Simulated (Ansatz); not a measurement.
Start from GaAs in the zinc blende structure (space group F-43m, No. 216; a = 5.6656 Å). Axes: x, y, z lie along the cube axes.

Method: r2SCAN, PAW, 500 eV (Ansatz, a quantum-chemistry and plane-wave program; scalar-relativistic without spin-orbit coupling), earlier PAW set.

Modification: uniaxial stress, 3 GPa compression along x; all other stress components relax to zero.

Q: Predict the new secant Young's modulus along x and mean lateral Poisson ratio.

A: The secant Young's modulus along x amounts to 82 GPa; the mean lateral Poisson ratio is 0.32.

Load acts through the strain it causes; cell and atoms are relaxed under it. Stability under load was not tested beyond the relaxation.
